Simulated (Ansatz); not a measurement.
# GaAs: band gap against strain

GaAs (zinc blende, F-43m, 22.746 Å³/atom at rest) under an equal strain ε in the (111) plane with the normal axis free, as in a coherent film. r2SCAN in Ansatz, a plane-wave DFT program (PAW, default set), 500 eV, 10×10×10 Γ-centred mesh, Fermi-Dirac smearing 0.05 eV; ions are relaxed within the symmetry of each cell. Gaps are the smallest over the k-mesh and a band path, without spin-orbit coupling; in all rows the valence edge lies at Γ and the conduction edge at Γ.

Here s stands for strain and Eg for gap.

| strain (%) | gap (eV) |
|---|---|
| -2.50 | ? |
| -1.25 | 1.057 |
| -0.83 | 1.029 |
| -0.42 | 0.997 |
| 0.00 | 0.960 |

Fit Eg of the 4 rows that show it with a straight line. Means: s -0.62500, Eg 1.0107. About the means, the sum of products is -0.067185 and the sum of squares of s is 0.86530; the slope is their ratio. Least squares gives Eg = 0.9622 - 0.07764·s. Residuals (row less fit): -0.0023, 0.0024, 0.0022, -0.0022; standard error 0.0032 (degrees of freedom: 2). Over these rows the gap moves by -7.8 ± 0.3 eV per unit strain.

Question: Predict the withheld Eg at s = -2.50 from the fit, and compare with the calculation.

Answer: Eg = 0.9622 - 0.07764 × (-2.50) = 1.1563 eV. The calculation gives 1.109 eV, 0.0473 eV below the prediction (31.7 % of the range of Eg in the table). The row lies outside the fitted rows, so this is an extrapolation. From the scatter of the fitted rows alone, a prediction at this place has a standard error of 0.0073 eV, so the miss is 6.5 times that.

One order more, fitted to all 7 runs of the series, follows each within 0.001, so the miss is the next term of a smooth law. Spin-orbit coupling is left out, which can shift this property for GaAs. Rows are the converged runs of the series near zero and its far end; series whose fitted rows scatter by over a few per cent of the range, as at a crossing or softening among them, aren't shown in this form. Most that stay on the fit to the last digits aren't either.
